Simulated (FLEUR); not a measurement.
# Several settings converged on Mo (Im-3m, 1 atom in the cell)

```xyz
1
Lattice="-1.5671 1.5671 1.5671 1.5671 -1.5671 1.5671 1.5671 1.5671 -1.5671" Properties=species:S:1:pos:R:3 pbc="T T T"
Mo     0.0000     0.0000     0.0000
```

Base method: LDA (Perdew-Zunger), all-electron FLAPW (FLEUR), scalar-relativistic valence in FLEUR.

Base settings: Kmax = 4.3 1/bohr; GmaxXC = 17.2 1/bohr; xcFunctional = pz; jspins = 1; l_soc = F; mode = hist; fermiSmearingEnergy = 0.00367493 Htr; mesh (inpgen div1-3) = 9 9 9; inpgen gamma flag = false; Gmax = 17.2 1/bohr.

Core times come from one kind of shared machine, to one figure; runs under 30 s give none.

**The k-point mesh at a smearing width of 0.02 eV**

In this ladder: fermiSmearingEnergy = 0.00073499 Htr. Moved along: kpt_gamma.

Only quantities that move along the ladder and can be compared are tabulated.

```tsv
kpt_div	free energy less the last step's (meV/atom)	core time / last (rough)
5 5 5	-31.78	–
6 6 6	-65.46	–
8 8 8	24.86	–
11 11 11	25.12	–
13 13 13	-2.92	0.1
16 16 16	-5.18	0.2
24 24 24	0.33	0.6
35 35 35	0.00	1
```

Coarsest kpt_div that holds the free energy within 2 meV/atom of the last step, with all finer ones: 24 24 24; the step before is off by 5.2 meV/atom.

Two neighbours can agree and both be off: 8 8 8 and 11 11 11 differ by 0.26 meV/atom in the free energy, yet lie about 25 meV/atom from the last step.

**The width of Fermi-Dirac smearing**

In this ladder: kpt_div = 15 15 15.

Narrow widths need finer meshes than wide ones, so the last steps can hold mesh noise.

Only quantities that move along the ladder and can be compared are tabulated; pressure and forces are left out, as mesh noise rules them at narrow widths.

| fermiSmearingEnergy | free energy less the last step's (meV/atom) | energy extrapolated to zero width less the last step's (meV/atom) |
|---|---|---|
| 0.0367493 Htr | -1497.13 | 137.24 |
| 0.0183747 Htr | -313.18 | 37.97 |
| 0.0110248 Htr | -101.24 | 4.58 |
| 0.00734986 Htr | -42.50 | 0.01 |
| 0.00367493 Htr | -8.61 | -0.31 |
| 0.00183747 Htr | 0.00 | 0.00 |

Widest fermiSmearingEnergy that holds the free energy within 5 meV/atom: not settled: the last two steps still differ by 8.6 meV/atom, over half the tolerance, so the ladder does not show it.

Widest fermiSmearingEnergy that holds the energy extrapolated to zero width within 2 meV/atom of the last step, with all finer ones: 0.00734986 Htr; the step before is off by 4.6 meV/atom.

The extrapolation to zero width removes most of the smearing's effect on the energy.

On the base run: the starting cell has typed, rounded lattice constants, without a prior relaxation at this level. Its lattice was rescaled by up to half a per cent. Spin polarisation is off. Values depend on the basis (sphere radii, cutoffs, local orbitals), which need not be converged.

Left out of this page: 2 runs of the series outside the window shown, repeating another row's setting, or not comparable; 1 run of the series failed or unconverged.
